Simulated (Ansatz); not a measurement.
# LiCl under a change: isotropic strain +2.00 %

Take LiCl in the rock salt structure (space group Fm-3m, No. 225; a = 5.064 Å) as the base.

One thing is altered: every lattice vector is stretched by 2.00 %; the atoms relax in the strained cell.

Level of theory: PBEsol/PAW in Ansatz (a quantum-chemistry and plane-wave program), spin-orbit coupling left out. k-mesh 11×11×11 (Γ-centred); smearing 0.05 eV (Fermi–Dirac).

| quantity | base | changed | shift |
|---|---|---|---|
| volume per atom | 16.23 Å³ | 17.23 Å³ | +0.994 Å³ |
| space group | Fm-3m (No. 225) | Fm-3m (No. 225) | – |
| energy relative to the base (free energy F) | 0 meV/atom | +6.0 meV/atom | +6.0 meV/atom |
| band gap | 6.35 eV | 6.01 eV | -0.34 eV |
| gap character | direct at Γ | direct at Γ | – |
| mean gap deformation potential ΔEg/Δln V | – | -5.7 eV | – |
| width of the top valence band | 1.20 eV | 1.09 eV | -0.11 eV |
| electron mass | 0.46 mₑ (at Γ) | 0.46 mₑ (at Γ) | – |
| valley order (the lowest conduction-band minima on the path, energy above the VBM, named in the base's zone) | Γ 6.35 eV; L along ⟨111⟩ 6.58 eV; X along ⟨100⟩ 7.78 eV | Γ 6.01 eV; L along ⟨111⟩ 6.52 eV; X along ⟨100⟩ 7.66 eV | – |

Masses are band curvatures over ±0.01 Å⁻¹ around the edge. No phonon test of stability was made.
